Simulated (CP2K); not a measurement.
Input and output of a self-consistent single point for ScRu₃ (P1, 4 atoms in the cell) (CP2K).

Method of the run: CP2K with LDA (Pade form), GPW, SZV-MOLOPT-SR-GTH basis, GTH-PADE potentials (GTH_POTENTIALS).

```
ScRu3
1.0
    3.93844     0.00000     0.00000
    0.00000     3.93844     0.00000
    0.00000     0.00000     3.93844
Sc Ru
1 3
Direct
  0.99987   0.00404   0.00421
  0.99939   0.49985   0.49146
  0.49985   0.00286   0.50013
  0.50088   0.49325   0.00420
```

Reference input (self-consistent single point, DFT LDA (Pade form), GPW, DZVP-MOLOPT-SR-GTH basis, GTH-PADE potentials (GTH_POTENTIALS)): CUTOFF = 600 Ry; REL_CUTOFF = 50 Ry; SMEAR/METHOD = FERMI_DIRAC; ELECTRONIC_TEMPERATURE = 1160.45 K; KPOINTS/SCHEME = MONKHORST-PACK 5 5 5; XC_FUNCTIONAL = PADE; Sc/BASIS_SET = DZVP-MOLOPT-SR-GTH; Sc/POTENTIAL = GTH-PADE-q11; Ru/BASIS_SET = DZVP-MOLOPT-SR-GTH; Ru/POTENTIAL = GTH-PADE-q16; METHOD = GPW; EPS_DEFAULT = 1e-10. This run's input differs from it in these lines:

```diff
@@ -75,3 +75,3 @@
     &KIND Sc
-      BASIS_SET DZVP-MOLOPT-SR-GTH
+      BASIS_SET SZV-MOLOPT-SR-GTH
       POTENTIAL GTH-PADE-q11
@@ -79,3 +79,3 @@
     &KIND Ru
-      BASIS_SET DZVP-MOLOPT-SR-GTH
+      BASIS_SET SZV-MOLOPT-SR-GTH
       POTENTIAL GTH-PADE-q16
```

The program printed (abridged):

```
 SCF WAVEFUNCTION OPTIMIZATION

  Step     Update method      Time    Convergence         Total energy    Change
     1 NoMix/Diag. 0.20E+00      -     1.00622717      -331.8372514961 -3.32E+02
     2 Broy./Diag. 0.20E+00      -     1.07369570      -332.4223745375 -5.85E-01
     3 Broy./Diag. 0.20E+00      -     0.14598714      -329.9739941629  2.45E+00
     4 Broy./Diag. 0.20E+00      -     0.26528385      -330.4411336280 -4.67E-01
     5 Broy./Diag. 0.20E+00      -     0.20721361      -330.9909188922 -5.50E-01
     6 Broy./Diag. 0.20E+00      -     0.03781941      -330.3416533994  6.49E-01
   [... 7 lines left out ...]
    14 Broy./Diag. 0.20E+00      -     0.00008370      -330.5143869451  2.80E-04
    15 Broy./Diag. 0.20E+00      -     0.00000459      -330.5141760055  2.11E-04
    16 Broy./Diag. 0.20E+00      -     0.00000212      -330.5141994689 -2.35E-05
    17 Broy./Diag. 0.20E+00      -     0.00000019      -330.5141927691  6.70E-06
  *** SCF run converged in    17 steps ***

  Overlap energy of the core charge distribution:               0.00000000000000
  Self energy of the core charge distribution:               -592.49278192506904
  Core Hamiltonian energy:                                    143.68030775047993
  Hartree energy:                                             155.00485791003115
  Exchange-correlation energy:                                -36.70027013462878
  Electronic entropic energy:                                  -0.00630636986704
  Fermi energy:                                                 0.59053151729062

  Total energy:                                              -330.51419276913032
  Total energy (extrapolated to T->0):                       -330.51103958419679

                     Mulliken Population Analysis

   [... lines left out ...]

 STRESS| Analytical stress tensor [bar]
 STRESS|                        x                   y                   z
 STRESS|      x       -7.70720843556E+04  -7.04210053077E+01   2.06033410754E+02
 STRESS|      y       -7.04210053077E+01  -7.73010163710E+04  -1.56537532229E+02
 STRESS|      z        2.06033410754E+02  -1.56537532229E+02  -7.79353476990E+04
 STRESS| 1/3 Trace                                            -7.74361494752E+04
```

The run converged in 17 iterations. Against the reference run the free energy goes up by 2.38 eV/atom, the pressure goes from -25.81 to -7.74 GPa and the largest force goes from 0.409 to 0.335 eV/Å.

The starting cell comes from a database of computed structures (which also holds hypothetical and non-ambient phases and stackings), without a prior relaxation at this level. Its atoms were displaced at random from the sites of space group no. 221. Spin polarisation is off. Values carry the incompleteness of an atom-centred basis.
